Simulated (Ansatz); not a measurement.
SiC: energy against volume

SiC (4H polytype, P6_3mc, 10.498 Å³/atom and stress up to 0.01 GPa in the relaxed cell, c along z) under hydrostatic pressure, with the cell free. PBE in Ansatz, a plane-wave DFT program (PAW, default set), 420 eV, 12×12×4 Γ-centred mesh, Fermi-Dirac smearing 0.05 eV; ions are relaxed, or left where forces stay under 0.02 eV/Å, within the symmetry of each cell.

Here V stands for volume and E for E less E0.

| volume (Å³/atom) | E less E0 (meV/atom) | pressure (GPa) |
|---|---|---|
| 10.5987 | 0.63 | -2.00 |
| 10.5476 | 0.16 | -1.00 |
| 10.4978 | 0.00 | 0.00 |
| 10.4544 | 0.12 | 0.89 |
| 10.3974 | 0.65 | 2.09 |
| 10.2870 | 2.91 | 4.50 |
| 10.0951 | 10.95 | 9.00 |
| 9.8636 | ? | ? |

### Question
Using the third-order Birch-Murnaghan form, a cubic in V^(-2/3), estimate the missing E at V = 9.8636 from the other rows, showing the fit.

### Answer
With u = V^(-2/3) - 0.2098, the rows have u = -0.0025482, -0.0018794, -0.0012223, -0.0006455, 0.0001182, 0.0016175, 0.0042883. Least squares gives E = 0.541 + 881.6·u + 360174·u² + 69434·u³. Residuals (row less fit): -0.002, 0.004, -0.001, -0.002, 0.000, 0.000, 0.000; standard error 0.003 (degrees of freedom: 3). Its minimum lies at u = -0.0012243, so V0 = (0.2085757)^(-3/2) = 10.50. There d²E/du² = 719800 and d³E/du³ = 416600, so B0 = (4/9) × 10.50^(-7/3) × 719800 × 0.160218 = 212 GPa (the last factor turns the table's units into GPa), and B0' = 4 + (2/3) × 0.2085757 × (416600)/719800 = 4.1. B0' rests on the cubic coefficient alone and has a standard error of 0.2 from these residuals. At the withheld row, u = 0.0076251, so E = 0.541 + 881.6 × 0.0076251 + 360174 × 0.0076251² + 69434 × 0.0076251³ = 28.235 meV/atom. The calculation gives 28.22 meV/atom, 0.015 meV/atom below the prediction (0.1 % of the range of E in the table). The row lies outside the fitted rows, so this is an extrapolation. The scatter of the fitted rows lies at the last printed digit.

The start is a measured cell from the literature; how it stands against other phases or cation orders wasn't checked. Other structures, which can take over under pressure, weren't tried. The same form fitted to the pressure column gives B0' = 3.9; series where the two differ by over 0.4 aren't shown. Rows are the converged runs of the series near zero and its far end, less any whose ions stayed unrelaxed beside relaxed ones; series whose fitted rows scatter by over a few per cent of the range, as at a crossing or softening among them, aren't shown in this form.
